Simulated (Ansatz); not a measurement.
Consider BN in the rock salt structure (space group Fm-3m, No. 225; a = 3.483 Å; a hypothetical phase, not in the database extracts checked).

It is then changed as follows: the cell is scaled by 0.9696 in all directions, atoms relaxed at fixed cell.

Levels (all Ansatz, an electronic-structure program, PAW): PBEsol (420 eV, no spin-orbit coupling); r2SCAN (500 eV, without spin-orbit coupling).

The geometry is relaxed with PBEsol.

| Item | Result |
|---|---|
| PBEsol lowest conduction level above the VBM at special points | X 2.04 eV; K 3.92 eV; U 3.92 eV; L 5.42 eV |
| PBEsol electron mass | 2.5 mₑ along k, 0.38 mₑ across (at X) |
| PBEsol pressure | 44.09 GPa |

With r2SCAN at the same geometry, the lowest conduction level above the VBM at special points changes from X 2.04 eV; K 3.92 eV; U 3.92 eV; L 5.42 eV to X 2.19 eV; K 4.31 eV; U 4.31 eV; L 6.11 eV; the electron mass becomes 1.9 mₑ along k, 0.35 mₑ across (at X) (PBEsol: 2.5 mₑ along k, 0.38 mₑ across (at X)); the pressure increases by 4.199 GPa, from 44.09 GPa to 48.28 GPa.

Single points use the geometry relaxed with PBEsol. Their cutoffs differ, which shifts pressures a little. The levels and masses belong to the bands next to the band gap. The cells carry an imposed strain or load. Masses are band curvatures over ±0.01 Å⁻¹ around the edge. Along k means along the line from Γ to the band edge. Stability against distortions was not tested.
